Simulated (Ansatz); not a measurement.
Take Na in the bcc (W type) structure (space group Im-3m, No. 229; a = 4.222 Å) as the base.

Level of theory: r2SCAN (Ansatz, a quantum-chemistry and plane-wave program, PAW, no spin-orbit coupling).

Before the change:

| Quantity | Result |
|---|---|
| Lattice parameter a | 4.222 Å |

Now apply this change: Sr takes the place of Na on all its sites, then cell and atoms are relaxed.

### Question
Predict the new lattice parameter a.

### Answer
The lattice parameter a grows by 0.594 Å (4.222 Å → 4.816 Å).

Whether these cells are dynamically stable was not tested. This is not the structure that Sr has at room temperature and ambient pressure.
